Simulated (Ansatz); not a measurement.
A self-consistent single point of Zr4FeCo (P1, 6 atoms in the cell) with Ansatz (a program for electronic structure).

Method of the run: PBEsol, PAW files made with PBE (plane waves; Ansatz).

```
Zr4FeCo
1.0
   -3.14394     3.14394     2.84142
    3.14394    -3.14394     2.84142
    3.14394     3.14394    -2.84142
Zr Fe Co
4 1 1
Direct
  0.92703   0.43611   0.86178
  0.42744   0.55529   0.49780
  0.56915   0.06102   0.14142
  0.06292   0.92929   0.49018
  0.50885   0.51091   0.01606
  0.00461   0.00739   0.99276
```
Moments meant for the start (each program seeds them in its own way; μB, in the order of the atoms Zr Zr Zr Zr Fe Co): 0.0 0.0 0.0 0.0 4.0 3.0.

Reference input (self-consistent single point, DFT, PBEsol, plane waves, PAW files made with PBE): kpoints.mp_grid.grid = 4 4 4; hamiltonian.xc = pbesol; hamiltonian.pseudopotentials = {kind: paw} (the program's default PAW files); magnetization.spin_polarized = true; scf.occupations.method = methfessel_paxton; scf.occupations.width = 0.136 eV. This run's input differs from it in these lines:

Ansatz 0.2 input:
```diff
@@ -20,3 +20,3 @@
 scf:
-  occupations: { method: methfessel_paxton, width: 0.136 }
+  occupations: { method: methfessel_paxton, width: 0.5 }
 output:
```

Log, with long lists cut:

```
SCF iter   1: F=—  HF=-26059.978915 eV  |F-HF|=—  |Δ(HF+E_count)|=         —  Δρ=1.58e-1 (↑1.58e-1 ↓1.22e-1)  dr2=4.22e0  dr2_m=1.96e1  M=1.202 μB ∫|m|=2.214 μB  β_m=0.30  ethr=3.10e-3  ⟨swp⟩=5.0  Hψ=12291  notcnv=0
Mixer restart at iter 1: flushing history
all-band conjugate gradients solve this SCF's bands
preconditioner: auto → Kerker (q_TF=auto, 2.584 Å⁻¹)
spin=Collinear: Kerker preconditioning applied to the charge; magnetization (m = ρ↑ − ρ↓) channel mixes plain (no charge-response kernel on spin).
   [... lines left out ...]
SCF iter  24: F=—  HF=-26057.673082 eV  |F-HF|=—  |Δ(HF+E_count)|=   3.07e-9  S|Δr|=    0.00e0  Δρ=9.19e-7 (↑9.19e-7 ↓7.58e-7)  dr2=2.86e-9  dr2_m=8.39e-11  M=-0.000 μB ∫|m|=0.000 μB  β_m=0.55  ethr=3.00e-11  ⟨swp⟩=3.0  Hψ=8039  notcnv=0
SCF iter  25: F=-26057.673082 eV  HF=-26057.673082 eV  |F-HF|=5.09e-11  |Δ(HF+E_count)|=  9.46e-11  S|Δr|=    0.00e0  Δρ=2.93e-7 (↑2.93e-7 ↓2.07e-7)  dr2=1.00e-10  dr2_m=3.96e-11  M=-0.000 μB ∫|m|=0.000 μB  ethr=3.53e-12  ⟨swp⟩=2.0  Hψ=7105  notcnv=0
SCF 1 converged in 25 iterations: F = -26057.673082 eV  dr2 = 1.00e-10
WARN: the starting moments were not kept: the SCF closed with an absolute magnetisation of 3.4e-5 μB, where they sum to 7 μB in size (2 sites) …
   [... lines left out ...]
Absolute magnetization: 0.0000 μB (∫|ρ↑−ρ↓|, with the PAW one-centre terms)
Free energy (F): -26057.673082 eV
Fermi energy:    14.955505 eV
   [... lines left out ...]
  atom   6  Co     0.05185444     0.09314321    -0.28797027
--- Stress (GPa, compression-positive) ---
       -4.907081       0.097977       0.511353
        0.097976      -4.728855       0.033945
        0.511353       0.033945      -4.672941
  P = ⅓ Tr σ = -4.7696 GPa (-47.696 kbar)
  The stress holds the Pulay correction. Without it, at fixed plane waves, as pw.x and ABINIT print it: P = -4.7977 GPa
```

The run converged in 25 iterations. Against the reference run the free energy rises by 3.6 meV/atom, the pressure goes from -4.66 to -4.77 GPa and the largest force hardly changes (0.708 to 0.716 eV/Å).

The starting cell comes from a database of computed structures (which also holds hypothetical and non-ambient phases and stackings), without a prior relaxation at this level. Its atoms were displaced at random from the sites of space group no. 97. The starting moments vanished: the run ended non-magnetic, which need not be the lowest state. The program warned that a starting moment was not kept. With a pressure of about -5 GPa the cell is away from its equilibrium volume at this level. Ansatz's pressure includes its estimate of the finite-basis (Pulay) stress.

Cost on one core of a shared machine: roughly 60 s.
